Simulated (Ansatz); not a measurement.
# ZnS: response to strain

Take ZnS in the wurtzite structure (space group P6_3mc, No. 186) as the base.

```yaml
crystal:
  lattice:
    - [3.78216, 0.00000, 0.00000]
    - [-1.89108, 3.27545, 0.00000]
    - [0.00000, 0.00000, 6.20765]
  atoms:
    - { symbol: Zn, position: [0.33333, 0.66667, 0.00042] }
    - { symbol: Zn, position: [0.66667, 0.33333, 0.50042] }
    - { symbol: S, position: [0.33333, 0.66667, 0.37458] }
    - { symbol: S, position: [0.66667, 0.33333, 0.87458] }
```

Cartesian axes are those of the cell as printed.

Strains are applied to the cell and any free atomic positions relax.

Computed with plane-wave PAW DFT at the PBEsol level (Ansatz, a program for electronic structure, 420 eV), without spin-orbit coupling.

```
uniaxial strain ε_zz (%)  band gap (eV)
------------------------  -------------
0                                  2.15
0.6                                2.11
1.2                                2.06
1.8                                   ?
2.4                                1.97
3                                  1.92
```

**Question.** Fit E_g = E₀ + Dε (ε in %) to the rows shown and predict the withheld row.

**Answer.** Least squares on the printed values gives E₀ = 2.15 eV, D = -76.9 meV per % of strain (largest residual 0.00 eV); this predicts 2.01 eV, and the run gives 2.02 eV, in agreement.

Whether these cells are dynamically stable was not tested.
